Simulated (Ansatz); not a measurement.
Partial pair distribution functions of a relaxed model of amorphous Si$_{24}$O$_{50}$Sn, broadened by 0.06 Å; density 2.34 g/cm³. Calculation: PBE, scalar-relativistic without spin-orbit coupling (plane waves to 420 eV, PAW; Ansatz, a first-principles code).

Preparation: random packing, a CHGNet melt and quench, and a DFT relaxation. O atoms were pushed apart under 1.9 Å during the dynamics, to hinder bonds among them. The hot cell started wider than the set density and was brought back towards it in steps. It is the lowest in DFT energy of 2 quenches. It is a model cell: composition and starting density were chosen by hand, and all elements were melted together. No dispersion term was used. Its density started from a set value of 2.34 and ended at 2.34 g/cm³. The quench (nominally 480 K/ps over its main leg) was far faster than any real one, so the model tends to hold more defects than a real film. One small periodic cell is one sample of the glass; other quenches scatter about these values. The volume was held where the preparation left it and the shape relaxed, at a PBE pressure of -0.1 GPa (tension).

```
r (Å)  g Si-O  g O-Sn  g Si-Si  g O-O
-----  ------  ------  -------  -----
1.35     0.00    0.00     0.00   0.00
1.45     0.33    0.00     0.00   0.00
1.55     7.18    0.00     0.00   0.00
1.65    15.47    0.00     0.00   0.00
1.75     3.48    0.05     0.00   0.00
1.85     0.32    2.59     0.00   0.00
1.95     0.03   11.30     0.00   0.00
2.05     0.00    4.55     0.00   0.00
2.15     0.00    0.18     0.00   0.00
2.25     0.00    0.00     0.03   0.04
2.35     0.00    0.00     0.31   0.27
2.45     0.00    0.00     0.20   0.66
2.55     0.00    0.00     0.01   3.14
2.65     0.00    0.00     0.01   5.47
2.75     0.00    0.00     0.46   3.76
2.85     0.02    0.00     2.67   1.42
2.95     0.18    0.00     2.97   0.50
3.05     0.52    0.08     3.54   0.32
3.15     0.50    0.96     3.20   0.48
3.25     0.68    0.69     1.59   0.67
3.35     0.91    0.03     0.35   0.67
3.45     1.00    0.07     0.08   0.59
3.55     1.32    0.78     0.09   0.75
3.65     1.36    0.59     0.33   0.73
3.75     1.17    1.43     0.41   0.76
3.85     1.36    2.18     0.29   0.70
3.95     1.65    1.58     0.43   0.49
4.05     1.57    1.24     0.88   0.64
4.15     2.05    0.79     0.46   0.69
4.25     1.93    1.12     0.44   0.85
4.35     1.28    0.73     0.70   0.84
4.45     0.71    1.73     1.24   0.83
4.55     0.60    1.97     1.48   1.13
4.65     0.76    0.63     1.48   1.48
4.75     0.70    0.53     1.60   1.13
4.85     0.73    0.40     1.36   1.21
4.95     0.74    0.64     1.17   1.41
5.05     0.77    0.72     0.88   1.51
```

Within 1.98 Å each Si has 4.00 O neighbours on average.
